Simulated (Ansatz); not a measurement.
System: BeCdO₂ (model structure, started from the ScAlN2 type, P3m1, No. 156, 4 atoms in the cell). Method: PBEsol in Ansatz (PAW).

Settings: plane-wave cutoff 520 eV, 12×12×6 k mesh (along the axes of the cell as run), Fermi–Dirac smearing 0.01 eV, scalar-relativistic PAW data made under PBE.

Cell (relaxed with PBEsol):

Space group P3m1 (No. 156); a = b = 3.0343 Å, c = 5.4386 Å, α = β = 90.00°, γ = 120.00°

| atom | site | symmetry | x | y | z |
|---|---|---|---|---|---|
| Cd | 1b | 3m. | 0.3333 | 0.6667 | 0.0282 |
| O | 1b | 3m. | 0.3333 | 0.6667 | 0.4206 |
| Be | 1c | 3m. | 0.6667 | 0.3333 | 0.5178 |
| O | 1c | 3m. | 0.6667 | 0.3333 | 0.8034 |

Question: Predict the band gap.

Answer: 
band gap: 0.77 eV

Note: the relaxation could raise the start's symmetry but not lower it, so the cell can be a saddle point.

Spin–orbit coupling is not included.

The computed numbers hold no vibrational or temperature effects.

A model structure was made by putting elements into a prototype or built by hand; it is no filed structure, need not be a known phase, and can be a saddle point held by its symmetry.

Ansatz is a program for electronic structure.
